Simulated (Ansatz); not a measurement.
Base system: ZrS$_{2}$ in the CdI2 type structure (space group P-3m1, No. 164; a = 3.578 Å, c = 5.540 Å; layered, stacked along the Cartesian z axis). Axes: x lies along a and z along c of the hexagonal cell.

One thing is altered: compressive biaxial strain of 1.00 % in the plane normal to [001], as in epitaxy on a mismatched substrate; the out-of-plane cell vector and the atoms relax.

Method: PBEsol-D3(BJ) in Ansatz (plane waves to 420 eV, PAW, scalar-relativistic without spin-orbit coupling).

Base, band edges from the VBM (valence, conduction): K -1.73, 1.97; H -2.22, 2.13; M -1.74, 0.53; L -0.94, 0.29; A -0.66, 1.14; Γ 0.00, 1.22 eV.

### Question
Give the band edges at the high-symmetry points of the new zone, measured from its valence-band maximum.

### Answer
| point | valence edge (eV) | conduction edge (eV) |
|---|---|---|
| Γ | 0.00 | 1.28 |
| M | -1.69 | 0.49 |
| K | -1.74 | 2.12 |
| A | -0.60 | 1.20 |
| L | -0.93 | 0.21 |
| H | -2.26 | 2.26 |

The gap is 0.21 eV, indirect, Γ → L.

Whether these cells are dynamically stable was not tested. A zero or small gap of ZrS2 can be the functional's error rather than a property of the material.

Ansatz is a quantum-chemistry and plane-wave program.
